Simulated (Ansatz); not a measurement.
# Ga2S3 (Imm2, No. 44, 5 atoms in the cell; start mp-1224796; a measured phase of this formula has another space group)

These are r²SCAN+rVV10 (plane waves, PAW; Ansatz, a first-principles code) values and carry that method's errors.

Settings: plane-wave cutoff 560 eV, 12×12×12 k mesh, Fermi–Dirac smearing 0.01 eV, scalar-relativistic PAW data made under PBE.

Cell (relaxed at this level):

Space group Imm2 (No. 44); a = 3.6574 Å, b = 11.0489 Å, c = 5.2914 Å, α = β = γ = 90.00°

| atom | site | symmetry | x | y | z |
|---|---|---|---|---|---|
| Ga | 4d | m.. | 0.0000 | 0.1589 | 0.0074 |
| S | 4d | m.. | 0.0000 | 0.3365 | 0.2385 |
| S | 2a | mm2 | 0.0000 | 0.0000 | 0.2582 |
(The calculation used a cell of 5 atoms; values per cell refer to that cell.)

```
Property                                                 Result
-------------------------------------------  ------------------
band gap                                     1.96 eV (indirect)
smallest direct gap on the k points sampled             2.09 eV
```

Spin–orbit coupling is not included.

Computed values are for the static lattice.

The result took roughly 2.6 core-minutes.

A start named mp-… is a Materials Project structure, which need not be a measured phase.
